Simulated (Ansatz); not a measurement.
## PbS, carrier doping

Take PbS in the rock salt structure (space group Fm-3m, No. 225) as the base.

```cif
data_Pb4S4
_chemical_formula_sum 'S4 Pb4'
_space_group_name_H-M_alt 'Fm-3m'
_space_group_IT_number 225
_space_group_name_Hall '-F 4 2 3'
_cell_length_a 5.97449
_cell_length_b 5.97449
_cell_length_c 5.97449
_cell_angle_alpha 90.000
_cell_angle_beta 90.000
_cell_angle_gamma 90.000
loop_
_atom_site_label
_atom_site_type_symbol
_atom_site_symmetry_multiplicity
_atom_site_Wyckoff_symbol
_atom_site_fract_x
_atom_site_fract_y
_atom_site_fract_z
_atom_site_occupancy
S1 S 4 a 0.00000 0.00000 0.00000 1
Pb1 Pb 4 b 0.50000 0.50000 0.50000 1
```
(The calculation used a cell of 2 atoms; values per cell refer to that cell.)

Carriers are added at fixed cell with a uniform background; the Fermi–Dirac width is that of 300 K.

Method: r2SCAN (Ansatz, an electronic-structure program, PAW, no SOC).

Notes on the quantities. Fermi level from band edge: Fermi level relative to the doped band's edge (positive inside the band; to 0.05 eV).

| hole density (10^21 cm⁻³) | Fermi level from band edge (eV) |
|---|---|
| 1.5 | 0.50 |
| 3 | ? |
| 7 | 0.90 |
| 10 | 1.00 |

Problem. Fit E_F = C n^s, fitted as a line in log–log form (a parabolic band gives s = 2/3) to the rows shown and predict the withheld row.

Solution. Least squares on the printed values gives C = 0.43 eV, s = 0.37 (largest residual 0.01 eV); this predicts 0.65 eV, and the run gives 0.65 eV, in agreement.

Charged cell with a jellium background: band edges are those of the host's band count, energies are not comparable with the neutral cell, and many-body gap narrowing is missing. Whether these cells are dynamically stable was not tested.
